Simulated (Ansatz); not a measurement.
Consider CaS in the rock salt structure (space group Fm-3m, No. 225; a = 5.7120 Å).

Level of theory: PBE (Ansatz, a first-principles code; PAW; 420 eV plane waves; no spin-orbit coupling).

Base values:

The pressure is -0.01 GPa and the width of the top valence band comes out as 1.53 eV.

Now apply this change: the cell is scaled by 1.0100 in all directions; the atoms relax in the strained cell.

**Question.** How does this affect the pressure and width of the top valence band?

**Answer.** The pressure drops by 1.60 GPa to -1.61 GPa; the width of the top valence band decreases by 0.06 eV to 1.47 eV.

The levels and masses belong to the bands next to the band gap. Stability against distortions was not tested.
